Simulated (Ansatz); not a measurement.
The reference is Ag in the fcc (Cu type) structure (space group Fm-3m, No. 225; relaxed with 0.1 eV smearing).

```yaml
crystal:
  lattice:
    - [0.00000, 2.00044, 2.00044]
    - [2.00044, 0.00000, 2.00044]
    - [2.00044, 2.00044, 0.00000]
  atoms:
    - { symbol: Ag, position: [0.00000, 0.00000, 0.00000] }
```

Cartesian axes are those of the cell as printed.

Level of theory: LDA (Ansatz, a quantum-chemistry and plane-wave program, PAW, no SOC).

Before the change:

```
Property    Value
--------  -------
Pressure  0.0 GPa
```

One thing is altered: tensile biaxial strain of 2.08 % in the plane normal to [111], as in epitaxy on a mismatched substrate; the out-of-plane cell vector and the atoms relax.

Problem. What does the calculation give for the pressure after the change?

Solution. The pressure (mean of the normal stresses, compression positive) goes from zero to -2.7 GPa.

No phonon test of stability was made.
